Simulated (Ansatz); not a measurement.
LuAl3 (Pm-3m), PBEsol, DFPT electron-phonon coupling, linearised Boltzmann equation (Ansatz, a quantum-chemistry and plane-wave program): phonon-limited resistivity 7.49 μΩ·cm at 300 K, 10.4 μΩ·cm at 400 K, current-weighted mean free path 18.5 nm, Drude plasma energy 6.08 eV.

Question: Estimate the resistivity of a 80 nm square wire with diffuse walls from ρ ≈ ρ₀(1 + 3ℓ/4d).

Answer: 1 + 0.75 × 18.5/80 = 1.17, so ρ ≈ 8.79 μΩ·cm and a line 1 μm long has 13.7 Ω. The formula is the free-electron limit for d well above ℓ; grain boundaries add to it.

Question: What Drude relaxation time do resistivity and plasma energy imply?

Answer: ω_p = 9.24e15 s⁻¹, so τ = 1/(ε₀ ω_p² ρ) = 17.7 fs, a damping ħ/τ of 37.2 meV.

Question: What is the classical skin depth at 100 GHz (nonmagnetic, μ₀ = 1.257×10⁻⁶ H/m)?

Answer: δ = √(ρ/(π f μ₀)) = 436 nm.

A metal at this level (no band gap). Only scattering by harmonic phonons is included (no impurities, grain boundaries, electron-electron scattering or thermal expansion). Spin-orbit coupling is left out, which matters with elements this heavy. The run warned that the eigensolver left some states short of its tolerance. Halving the electron mesh (20x20x20) moves the resistivity by up to 10 % at 300 K, the mean free path by up to 8 %. Smearing 0.20 eV; phonons on a 4x4x4 q mesh, which this run doesn't test.

Computed structure with no diffraction record at hand here (it may be known, metastable or hypothetical): LuAl3 (Pm-3m).
